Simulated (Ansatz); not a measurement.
**PbSe (Cmcm, No. 63, 4 atoms in the cell; start mp-1063670; high-pressure phase)**

Method: HSE06 (Ansatz, a program for electronic structure, plane waves, PAW).

Run with plane-wave cutoff 460 eV, 6×6×6 k mesh, Fermi–Dirac smearing 0.01 eV, scalar-relativistic PAW data made under PBE.

Cell (relaxed with PBEsol):

```
CELL_PARAMETERS angstrom
      2.11726    -5.90868     0.00000
      2.11726     5.90868     0.00000
      0.00000     0.00000     4.41922
ATOMIC_POSITIONS crystal
  Pb 0.62788 0.37212 0.75000
  Pb 0.37212 0.62788 0.25000
  Se 0.86647 0.13353 0.75000
  Se 0.13353 0.86647 0.25000
```

- band gap = 1.22 eV
- direct gap at Γ = 5.70 eV

Note: cell and atoms aren't relaxed at this level (pressure 1.7 GPa).

Spin–orbit coupling is not included; with these elements it can move the gap by several tenths of an eV or more.

Computed values are for the static lattice.

Cost on a shared machine: very roughly 6 core-minutes.

A start named mp-… is a Materials Project structure, which need not be a measured phase.
